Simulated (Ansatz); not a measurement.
**Carrier properties of Ge (Fd-3m)**

Input:

```yaml
crystal:
  lattice:
    - [0.00000, 2.83809, 2.83809]
    - [2.83809, 0.00000, 2.83809]
    - [2.83809, 2.83809, 0.00000]
  atoms:
    - { symbol: Ge, position: [0.00000, 0.00000, 0.00000] }
    - { symbol: Ge, position: [0.25000, 0.25000, 0.25000] }
```

Computed with r2SCAN with spin-orbit coupling, rigid bands (plane waves, PAW; Ansatz, a quantum-chemistry and plane-wave program). How the cell was made: cell and atoms relaxed with PBEsol.

The band gap is 0.26 eV. The hole conductivity mass (300 K, dilute) is 0.26 mₑ. The effective density of states N_v (300 K) is 5.9e18 cm⁻³ and the density-of-states mass, holes comes out as 0.38 mₑ. The Seebeck coefficient, p-type 1e19 cm⁻³, 300 K is 196 μV/K. The best p-type power factor at 300 K for τ = 10 fs (best axis; densities from 1e16 to 1e21 cm⁻³ tried, whether or not they can be reached) is 7.5 μW/(cm·K²) at 3e20 cm⁻³.

Rigid bands; masses and Seebeck coefficients take one relaxation time τ for all states and one kind of carrier; polarons and phonon drag are left out. Geometry: cell and atoms relaxed with PBEsol.
